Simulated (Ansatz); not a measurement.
The starting structures come from a database of crystals and need not be the phases stable at ambient conditions.

Data:

```
CELL_PARAMETERS angstrom
      6.83989     0.00000     0.00000
      0.00000     8.54281     0.00000
      0.00000    -3.46456     6.86957
ATOMIC_POSITIONS crystal
  Cs 0.75000 0.80054 0.40027
  Cs 0.25000 0.19946 0.59973
  Cs 0.75000 0.60024 0.80012
  Cs 0.25000 0.39976 0.19988
  Sb 0.75000 0.19792 0.91742
  Sb 0.25000 0.80208 0.08258
  Sb 0.25000 0.80208 0.71950
  Sb 0.75000 0.19792 0.28050
  Pd 0.50000 0.00000 0.00000
  Pd 0.00000 0.00000 0.00000
```

Space group of this cell: Cmcm. The cell is taken as given; by PBEsol its mean pressure is -1.0 GPa.

Transport runs along the normal of the first two printed cell vectors.

No gap correction and no spin-orbit coupling; mid-gap values are interpolated between computed energies.

Give the band gap and the smallest decay constant κ at mid-gap that PBEsol run with Ansatz (a first-principles code) yields.

Gap 0.84 eV on a 6×6×6 mesh; κ = 0.110 1/Å, at (0.000, 0.500) of the in-plane reciprocal vectors. At the zone centre, at the nearest computed energy, the slowest state has κ = 0.12 1/Å.
